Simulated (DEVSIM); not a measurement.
Device: Pt/SiO2/p-Si capacitor, at 400 K.

```csv
layer (left to right),material,thickness (nm),Na (cm⁻³)
1,SiO2,1.40,-
2,Si,6500,7.7e15
```

Metal gate on the left, work function 5.6 eV. Fixed charge at the semiconductor interface 2e10 cm⁻² (in units of +e); no interface traps.

This is a model device: material constants are rounded textbook-type values typed into the input, and sizes, dopings and lifetimes were drawn at random. Values at 300 K; Nc and Nv go as T^1.5, mobilities as T to minus their exponent, the gap by Varshni's rule with the affinity fixed.

| parameter | SiO2 | Si |
|---|---|---|
| gap (eV) | 9 | 1.124 |
| affinity (eV) | 0.9 | 4.05 |
| permittivity | 3.9 | 11.7 |
| Nc (cm⁻³) | - | 2.86e19 |
| Nv (cm⁻³) | - | 3.1e19 |
| Varshni α (eV/K) | - | 0.000473 |
| Varshni β (K) | - | 636 |

Model (solved in DEVSIM): 1D Poisson equation in equilibrium, Boltzmann statistics, complete ionisation; no quantum confinement or tunnelling. Metal contacts follow the ideal Schottky-Mott rule: no Fermi-level pinning, no interface dipoles.

Question: Give the band bending (positive: bands bend down) and minority sheet density.

Answer: 
| Vg (V) | ψs (V) | minority carriers (cm⁻²) |
|---|---|---|
| 0.2 | -0.291 | < 1e8 |
| 0.5 | -0.192 | < 1e8 |
| 0.8 | 0.044 | < 1e8 |
| 1.1 | 0.336 | 1.0e8 |
| 1.4 | 0.620 | 1.9e11 |
| 1.7 | 0.764 | 2.6e12 |
